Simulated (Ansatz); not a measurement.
A computed series for Hf: response to strain

The reference is Hf in the hcp (Mg type) structure (space group P6_3/mmc, No. 194; relaxed with 0.1 eV smearing).

```
CELL_PARAMETERS angstrom
      3.15810     0.00000     0.00000
     -1.57905     2.73500     0.00000
      0.00000     0.00000     5.00450
ATOMIC_POSITIONS crystal
  Hf 0.66667 0.33333 0.75000
  Hf 0.33333 0.66667 0.25000
```

Cartesian axes are those of the cell as printed.

Strains are applied to the cell and any free atomic positions relax.

The values are results of Ansatz (an electronic-structure program), PBEsol, PAW, cutoff 420 eV, no spin-orbit coupling, not measurements.

Notes on the quantities. energy relative to the base: free energy F.

| case | energy relative to the base | volume per atom |
|---|---|---|
| base | 0 meV/atom | 21.61 Å³ |
| tensor shear ε_xz = +0.86 % | [?] | 21.61 Å³ |
| tensor shear ε_xz = +0.57 % | [?] | 21.61 Å³ |
| tensor shear ε_xz = +1.71 % | +3.8 meV/atom | 21.61 Å³ |
| tensor shear ε_xz = +0.29 % | +0.1 meV/atom | 21.61 Å³ |
| tensor shear ε_xz = +1.43 % | [?] | 21.61 Å³ |
| tensor shear ε_xz = +1.14 % | [?] | 21.61 Å³ |
| tensor shear ε_xz = +2.00 % | +5.2 meV/atom | 21.60 Å³ |

**Question.** Complete the table.

**Answer.** 
- tensor shear ε_xz = +0.86 %, energy relative to the base: +1.0 meV/atom
- tensor shear ε_xz = +0.57 %, energy relative to the base: +0.4 meV/atom
- tensor shear ε_xz = +1.43 %, energy relative to the base: +2.7 meV/atom
- tensor shear ε_xz = +1.14 %, energy relative to the base: +1.7 meV/atom

Whether these cells are dynamically stable was not tested. The final runs are not spin-polarised.
